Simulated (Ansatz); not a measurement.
# A constructed model of the (111) surface of fcc Pt, (√3x√3)R30° layer of Br, one a cell, on the site that continues the host's stacking (bottom of the slab: a bare face, its two planes held)

Method: PBE (plane waves to 420 eV, PAW; Ansatz, a quantum-chemistry and plane-wave program).

Set-up: 19 atoms, 13.6 Å thick at the start; mesh 9x9x1; 0.1 eV smearing; dipole correction on; 6 atoms held, the rest relaxed; start symmetry kept, larger cells not searched; no spin, no spin-orbit, no U. It is one candidate, not shown to be the stable structure of the face.

work function of the top face: 4.92 eV
energy released by relaxation: 0.062 eV
cost: around 9 core-minutes (rough)
